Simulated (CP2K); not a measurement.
Input and output of a self-consistent single point for YIn5Rh (P4/mmm, 7 atoms in the cell) (CP2K).

Method: PBEsol, GPW, DZVP-MOLOPT-SR-GTH basis, GTH-PBE potentials (GTH_POTENTIALS) (CP2K).

The change in words: lattice scaled by 0.98. Reference geometry:
```xyz
7
Lattice="4.6378 0.0000 0.0000 0.0000 4.6378 0.0000 0.0000 0.0000 7.4429" Properties=species:S:1:pos:R:3 pbc="T T T"
Y      0.0000     0.0000     0.0000
In     0.0000     2.3189     2.2435
In     0.0000     2.3189     5.1994
In     2.3189     0.0000     2.2435
In     2.3189     0.0000     5.1994
In     2.3189     2.3189     0.0000
Rh     0.0000     0.0000     3.7215
```

Reference input (self-consistent single point, DFT PBEsol, GPW, DZVP-MOLOPT-SR-GTH basis, GTH-PBE potentials (GTH_POTENTIALS)): CUTOFF = 500 Ry; REL_CUTOFF = 50 Ry; SMEAR/METHOD = FERMI_DIRAC; ELECTRONIC_TEMPERATURE = 1578.21 K; KPOINTS/SCHEME = MONKHORST-PACK 5 5 3; XC_FUNCTIONAL = PBE:PBESOL; Y/BASIS_SET = DZVP-MOLOPT-SR-GTH-q11; Y/POTENTIAL = GTH-PBE-q11; In/BASIS_SET = DZVP-MOLOPT-SR-GTH-q13; In/POTENTIAL = GTH-PBE-q13; Rh/BASIS_SET = DZVP-MOLOPT-SR-GTH-q17; Rh/POTENTIAL = GTH-PBE-q17. This run's input differs from it in these lines:

```diff
@@ -66,5 +66,5 @@
     &CELL
-      A 4.63782000 0.00000000 0.00000000
-      B 0.00000000 4.63782000 0.00000000
-      C 0.00000000 0.00000000 7.44293000
+      A 4.54506400 0.00000000 0.00000000
+      B 0.00000000 4.54506400 0.00000000
+      C 0.00000000 0.00000000 7.29407100
       PERIODIC XYZ
```

The program printed (abridged):

```
 SCF WAVEFUNCTION OPTIMIZATION

  Step     Update method      Time    Convergence         Total energy    Change
     1 NoMix/Diag. 0.20E+00      -     1.57663829      -430.8860037257 -4.31E+02
     2 Broy./Diag. 0.20E+00      -     0.03797789      -432.6630365343 -1.78E+00
     3 Broy./Diag. 0.20E+00      -     0.09365362      -430.9756873515  1.69E+00
     4 Broy./Diag. 0.20E+00      -     0.04289361      -429.6417364582  1.33E+00
     5 Broy./Diag. 0.20E+00      -     0.00821163      -429.5983613929  4.34E-02
     6 Broy./Diag. 0.20E+00      -     0.00700799      -429.6690116144 -7.07E-02
   [... 7 lines left out ...]
    14 Broy./Diag. 0.20E+00      -     0.00000642      -429.7219832567  1.75E-05
    15 Broy./Diag. 0.20E+00      -     0.00000128      -429.7219451027  3.82E-05
    16 Broy./Diag. 0.20E+00      -     0.00000234      -429.7219412081  3.89E-06
    17 Broy./Diag. 0.20E+00      -     0.00000006      -429.7219394717  1.74E-06
  *** SCF run converged in    17 steps ***

  Overlap energy of the core charge distribution:               0.00000000003534
  Self energy of the core charge distribution:               -715.72292320779286
  Core Hamiltonian energy:                                    201.56822769048023
  Hartree energy:                                             137.64121330442492
  Exchange-correlation energy:                                -53.20323887034259
  Electronic entropic energy:                                  -0.00521838869714
  Fermi energy:                                                 0.35665691368775

  Total energy:                                              -429.72193947171576
  Total energy (extrapolated to T->0):                       -429.71933027736719

   [... lines left out ...]

 STRESS| Analytical stress tensor [bar]
 STRESS|                        x                   y                   z
 STRESS|      x        4.11042024504E+04  -1.67963131951E-05   1.54191748476E-05
 STRESS|      y       -1.67963131951E-05   4.11043992522E+04   1.54201391193E-05
 STRESS|      z        1.54191748476E-05   1.54201391193E-05   4.47291209554E+04
 STRESS| 1/3 Trace                                             4.23125742193E+04
```

The run converged in 17 iterations. Against the reference run the free energy goes up by 11.4 meV/atom, the pressure goes from -1.18 to 4.23 GPa and the largest force goes from 0.111 to 0.331 eV/Å.

The starting cell comes from a database of computed structures (which also holds hypothetical and non-ambient phases and stackings), without a prior relaxation at this level. For this run, on top of that: lattice scaled by 0.98. Spin polarisation is off. Values carry the incompleteness of an atom-centred basis. The potentials were made for another functional than the one used. With a pressure of about 4 GPa the cell is away from its equilibrium volume at this level.

Cost on one core of a shared machine: roughly 2 min.
